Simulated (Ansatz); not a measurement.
Start from LiNbO₃ (space group R3c, No. 161).

```yaml
crystal:
  lattice:
    - [2.56838, 1.48285, 4.62904]
    - [-2.56838, 1.48285, 4.62904]
    - [0.00000, -2.96571, 4.62904]
  atoms:
    - { symbol: Li, position: [0.70208, 0.70208, 0.70208] }
    - { symbol: Li, position: [0.20208, 0.20208, 0.20208] }
    - { symbol: Nb, position: [0.98410, 0.98410, 0.98410] }
    - { symbol: Nb, position: [0.48410, 0.48410, 0.48410] }
    - { symbol: O, position: [0.62226, 0.87652, 0.26475] }
    - { symbol: O, position: [0.87652, 0.26475, 0.62226] }
    - { symbol: O, position: [0.26475, 0.62226, 0.87652] }
    - { symbol: O, position: [0.76475, 0.37652, 0.12226] }
    - { symbol: O, position: [0.37652, 0.12226, 0.76475] }
    - { symbol: O, position: [0.12226, 0.76475, 0.37652] }
```

Cartesian axes are those of the cell as printed.

Method: r2SCAN (Ansatz, an electronic-structure program), no spin-orbit coupling, earlier PAW set.

One thing is altered: an isotropic linear strain of +1.02 %, atoms relaxed at fixed cell.

Predict the stress tensor and what it implies for the stiffness.

Stress of the strained cell less that of the base (GPa, compression positive):
```
  -3.12    0.00    0.00
   0.00   -3.12    0.00
   0.00    0.00   -3.54
```

Then B = −ΔP/(ΔV/V₀) with ΔV/V₀ = 0.0309 gives secant stiffness values (nonlinear terms included at this strain): B (at held cell shape, above the free-shape value) ≈ 105 GPa.

Whether these cells are dynamically stable was not tested.
